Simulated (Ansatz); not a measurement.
C (P6_3/mmc), r2SCAN, rigid bands (Ansatz, a program for electronic structure): Condition of this run: uniaxial stress along c of -22 GPa (compression positive) (the target of the relaxation). band gap 3.62 eV, N_c = 1.18e19 cm⁻³ and N_v = 1.81e19 cm⁻³ at 300 K, conductivity masses along y (a = (2.50, 0.00, 0.00) Å; b = (-1.25, 2.16, 0.00) Å; c = (0.00, 0.00, 4.23) Å) of 0.457 mₑ (electrons) and 0.439 mₑ (holes). Take k_BT = 0.02585 eV.

### Question
What built-in voltage has an abrupt junction with N_A = 1e16 and N_D = 1e18 cm⁻³, all dopants ionised?

### Answer
V_bi = E_g/e − (k_BT/e) ln(N_c N_v/(N_A N_D)) = 3.62 − 0.02585 × 9.97 = 3.36 V. It follows the computed gap one for one.

### Question
What thermal injection velocity √(2k_BT/πm) limits a ballistic channel along the direction named?

### Answer
7.96e6 cm/s for electrons and 8.12e6 cm/s for holes, a ratio of √(m_h/m_e) = 0.980, for dilute carriers.

### Question
A film of it is 8 nm thick, with its normal along the direction named. Estimate the confinement energies in an infinite well.

### Answer
ħ²π²/(2m t²) = 0.376 eV·nm²/(m/mₑ × t²) gives 12.9 meV for electrons and 13.4 meV for holes, so the gap would widen to about 3.65 eV. Finite barriers and nonparabolic bands lower this, and with several valleys or bands the heaviest mass along the normal sets the lowest level, not this average.

Rigid, parabolic bands with the computed gap; masses take one relaxation time for all states. Spin-orbit coupling is left out. Geometry: cell and atoms relaxed with PBEsol.
